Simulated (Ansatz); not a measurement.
System: O vacancy in rutile SnO2 (charge state +2). All values below come from PBE, PAW (plane waves to 420 eV; Ansatz, a quantum-chemistry and plane-wave program).

Settings: 72 host sites, the relaxed PBE lattice, one k-point at (0.250, 0.250, 0.250), smearing 0.01 eV, spin-restricted, no image-charge correction. No zero-point or tunnelling terms. The charge state is imposed; whether it is stable for some Fermi level was not computed. Forms of the defect that were not tried may lie lower.

Barriers: single points on a 2×2×2 k-point mesh shifted by half a step at the bands' geometries.

A. a nearby O atom hops onto the vacant site; the atom moves 3.19 Å along (0.00, 0.00, -0.99) of the unit cell; the moving atom starts with neighbours O at 2.68; 2 Sn at 2.07, Sn at 2.10 Å and ends with O at 2.68; 2 Sn at 2.07, Sn at 2.10 Å; saddle order not checked, on a symmetry element.
B. a nearby O atom hops onto the vacant site; the atom moves 2.37 Å along (-0.35, -0.35, 0.00) of the unit cell; the moving atom starts with neighbours 2 Sn at 2.03, Sn at 2.23 Å and ends with 2 Sn at 2.03, Sn at 2.23 Å; saddle order not checked, on a symmetry element.
C. a nearby O atom hops onto the vacant site; the atom moves 2.78 Å along (0.10, -0.47, -0.48) of the unit cell; the moving atom starts with neighbours O at 2.68; Sn at 2.06, Sn at 2.11, Sn at 2.15 Å and ends with O at 2.60; Sn at 2.06, Sn at 2.11, Sn at 2.13 Å; saddle order not checked.

A band can be held on a symmetry element, so unchecked saddle points there may be too high.

Question: Rank these by forward barrier (lowest first), as PBE, PAW gives it.

Answer: B (1.09 eV), C (1.24 eV), A (2.28 eV)
